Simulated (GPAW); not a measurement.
Band structure of SrMg6B (Amm2, 8 atoms in the cell).

```xyz
8
Lattice="3.9800 0.0000 0.0000 0.0000 3.1218 7.8192 0.0000 -3.1218 7.8192" Properties=species:S:1:pos:R:3 pbc="T T T"
Sr     0.0000     0.0000    12.1322
Mg     0.0000     1.4064     9.1826
Mg     0.0000    -1.4064     9.1826
Mg     0.0000     0.0000     5.4818
Mg     1.9900     1.5822     7.1067
Mg     1.9900    -1.5822     7.1067
Mg     1.9900     0.0000     3.0190
B      1.9900     0.0000     9.3418
```

Computed with LDA (Perdew-Wang 92), GPAW PAW datasets LDA (gpaw-data 1.0.1) (plane waves; GPAW 25.7.0).

Settings: mode = pw; ecut = 950 eV; xc = LDA; kpts = 5 3 3; mesh shift (steps) = 0 0 0; occupations.name = fermi-dirac; occupations.width = 0.1 eV; nbands = -16; symmetry.symmorphic = false; symmetry.tolerance = 0.0005; maxiter = 150; bandpath_npoints = 40.

The starting cell comes from a database of computed structures (which also holds hypothetical and non-ambient phases and stackings), without a prior relaxation at this level.

Levels in eV from the Fermi level, bands 34 to 40:
```csv
point,34,35,36,37,38,39,40
Γ,-1.48,-1.30,-0.19,0.87,1.14,1.44,2.37
X,-0.86,-0.67,-0.13,0.49,1.20,1.77,2.02
S,-1.66,-0.12,0.19,0.82,0.98,1.31,2.01
R,-1.93,-1.47,-1.16,-0.83,0.59,0.62,0.94
A,-2.23,-1.32,-0.75,-0.69,0.38,0.47,1.23
Z,-1.75,-1.50,-0.69,-0.40,-0.27,-0.02,0.47
Y,-1.17,-1.10,-0.26,-0.20,0.32,0.44,2.06
X1,-0.86,-0.67,-0.13,0.49,1.20,1.77,2.02
A1,-2.23,-1.32,-0.75,-0.69,0.38,0.47,1.23
T,-1.50,-1.28,-0.67,-0.13,0.54,0.84,0.85
```

Bands cross the Fermi level along this path, so the cell is metallic at this level.
